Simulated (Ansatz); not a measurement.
Results of PBEsol (plane waves, PAW; Ansatz, a first-principles code) for YC6 (model structure, started from the CaC6 type, R-3m, No. 166, 7 atoms in the cell).

The input as run:

Ansatz 0.2 input:
```yaml
crystal:
  lattice:
    - [2.177799655, 1.257353217, 4.3872149396]
    - [-2.177799655, 1.257353217, 4.3872149396]
    - [0.0, -2.5147064341, 4.3872149396]
  atoms:
    - { symbol: Y, position: [0.0, 0.0, 0.0] }
    - { symbol: C, position: [0.1665207618, 0.8334792382, 0.5] }
    - { symbol: C, position: [0.8334792382, 0.5, 0.1665207618] }
    - { symbol: C, position: [0.8334792382, 0.1665207618, 0.5] }
    - { symbol: C, position: [0.5, 0.8334792382, 0.1665207618] }
    - { symbol: C, position: [0.1665207618, 0.5, 0.8334792382] }
    - { symbol: C, position: [0.5, 0.1665207618, 0.8334792382] }
basis:
  ecutwfc: 520
  ecutrho_ratio: 4
  xc_grid: 2
kpoints:
  mp_grid: { grid: [16, 16, 16] }
hamiltonian:
  xc: pbesol
  dispersion: none
  pseudopotentials: { kind: paw }
scf:
  occupations: { method: fermi_dirac, width: 0.05 }
output:
  forces: true
  stress: true
  eigenvalues: true
relax:
  f_tol: 0.004
  escape_saddle: false
  max_steps: 80
  cell: { stress_tol: 0.02, fix: [volume] }
```

Output (set-up and result lines):

```
Relaxation: its limit of steps is 80 (relax.max_steps)
Crystal: 7 atoms, lattice volume = 72.080 Å³
Basis set: ecut = 520 eV, 1955 PW (Γ), exchange–correlation on 80×80×80 points (8 copies of the dense FFT grid, shifted against one another)
Bands: 25, of which v1, the nominal top of the filled ones, is band 18 counted from 1 (17 counted from 0)
Symmetry: 12 space group operations
Space group: R-3m (ITA 166), of the structure as read, at distance tolerance 4.2e-5 Å
k-points: 417 of 4096
Functional: x = pbesol(κ = 0.804, μ = 0.12345679012345678), c = pbesol(β = 0.046)
SCF iter   1: F=—  HF=-5275.709057 eV  |F-HF|=—  |Δ(HF+E_count)|=         —  Δρ=9.04e-3  dr2=8.11e-2
SCF iter   2: F=—  HF=-5275.699368 eV  |F-HF|=—  |Δ(HF+E_count)|=   9.69e-3  Δρ=5.72e-3  dr2=4.01e-2
  ...
SCF 1 converged in 7 iterations: F = -5275.690267 eV  dr2 = 1.35e-8
Crystal: 7 atoms, lattice volume = 72.080 Å³
Basis set: ecut = 520 eV, 1937 PW (Γ), exchange–correlation on 80×80×80 points (8 copies of the dense FFT grid, shifted against one another)
Initial density: handed on by an earlier stage of this run
SCF 2 converged in 5 iterations: F = -5275.696107 eV  dr2 = 6.34e-8
Crystal: 7 atoms, lattice volume = 72.080 Å³
SCF 3 converged in 4 iterations: F = -5275.697019 eV  dr2 = 4.90e-7
Crystal: 7 atoms, lattice volume = 72.080 Å³
SCF iter   5: F=—  HF=-5275.696989 eV  |F-HF|=—  |Δ(HF+E_count)|=  1.12e-10  Δρ=1.97e-7  dr2=1.34e-11
SCF iter   6: F=-5275.696989 eV  HF=-5275.696989 eV  |F-HF|=2.73e-12  |Δ(HF+E_count)|=  2.73e-12  Δρ=2.31e-8  dr2=3.20e-13
SCF 4 converged in 6 iterations: F = -5275.696989 eV  dr2 = 3.20e-13
SCF converged after 6 iterations
Free energy (F): -5275.696989 eV
Internal energy: -5275.685423 eV  (E = F + TS)
E sigma→0 (E₀):  -5275.691206 eV
Fermi energy:    11.095497 eV
--- Forces (eV/Å), atoms counted from 1 ---
  atom   1  Y      0.00000000     0.00000000     0.00000000
  atom   2  C     -0.00054509     0.00000000     0.00000000
  atom   3  C      0.00027255     0.00047206     0.00000000
  atom   4  C      0.00054509     0.00000000    -0.00000000
  atom   5  C     -0.00027255     0.00047206     0.00000000
  atom   6  C     -0.00027255    -0.00047206    -0.00000000
  atom   7  C      0.00027255    -0.00047206    -0.00000000
--- Stress (GPa, compression-positive) ---
       -3.024336       0.000000       0.000000
        0.000000      -3.024336       0.000000
        0.000000       0.000000      -3.043291
  P = ⅓ Tr σ = -3.0307 GPa (-30.307 kbar)
```

The cell is one volume of an energy–volume scan, off the minimum.

The PAW data were made under PBE.

Note: the relaxation could raise the start's symmetry but not lower it, so the cell can be a saddle point.

It cost around 4 core-minutes (rough) of CPU time.

A model structure was made by putting elements into a prototype or built by hand; it is no filed structure, need not be a known phase, and can be a saddle point held by its symmetry.
